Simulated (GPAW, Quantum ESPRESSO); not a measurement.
A Quantum ESPRESSO input for a self-consistent single point of SnSe₂ (P-3m1, 3 atoms in the cell) (DFT, PBEsol, plane waves, SSSP 1.1.2 efficiency (PBE) pseudopotentials):

```fortran
&control
  calculation = 'scf',
  prefix = 'pwscf',
  outdir = './tmp',
  pseudo_dir = './',
  tprnfor = .true.,
  tstress = .true.,
/
&system
  ibrav = 0,
  nat = 3,
  ntyp = 2,
  ecutwfc = 40,
  ecutrho = 320,
  occupations = 'fixed',
  nbnd = 15,
  input_dft = 'pbesol',
/
&electrons
  conv_thr = 1.0d-9,
/
ATOMIC_SPECIES
Sn   118.7100  Sn_pbe_v1.uspp.F.UPF
Se    78.9710  Se_pbe_v1.uspp.F.UPF
ATOMIC_POSITIONS crystal
Sn    0.0000000000    0.0000000000    0.0000000000
Se    0.6666666667    0.3333333333    0.7571000000
Se    0.3333333333    0.6666666667    0.2429000000
K_POINTS automatic
7 7 4  0 0 0
CELL_PARAMETERS angstrom
   3.8257641080     0.0000000000     0.0000000000
  -1.9128820540     3.3132089064     0.0000000000
   0.0000000000     0.0000000000     6.4586390000
```

Question: Write the same calculation as an input for GPAW.

Answer: This is the input that was run; spellings and numerical settings could be chosen otherwise.

```python
from ase import Atoms
from ase.units import GPa
from gpaw import GPAW, PW, FermiDirac

atoms = Atoms(['Sn', 'Se', 'Se'],
              cell=[[3.825764, 0.000000, 0.000000],
                    [-1.912882, 3.313209, 0.000000],
                    [0.000000, 0.000000, 6.458639]],
              positions=[[0.000000, 0.000000, 0.000000],
                         [1.912884, 1.104402, 4.889836],
                         [-0.000002, 2.208807, 1.568803]],
              pbc=True)

calc = GPAW(mode=PW(550),
            xc='PBEsol',
            kpts={'size': (7, 7, 4), 'gamma': True},
            occupations=FermiDirac(0.0),
            nbands=-4,
            convergence={'bands': -2},
            symmetry={'symmorphic': False, 'tolerance': 0.0005},
            maxiter=150)

atoms.calc = calc

energy = atoms.get_potential_energy()
print('Energy (eV):', round(energy, 6))
forces = atoms.get_forces()
print('Forces (eV/Ang):')
print(forces.round(5))
stress = atoms.get_stress()
print('Stress (GPa, Voigt):', (stress / GPa).round(4))
```

Basis, cutoffs, solver keys and any potentials are the target program's own. This input uses DFT PBEsol, plane waves, GPAW PAW datasets PBEsol (made by gpaw-setup).

The starting cell comes from a database of computed structures (which also holds hypothetical and non-ambient phases and stackings), without a prior relaxation at this level. Its lattice was rescaled by a random factor within 2.5 % of one.
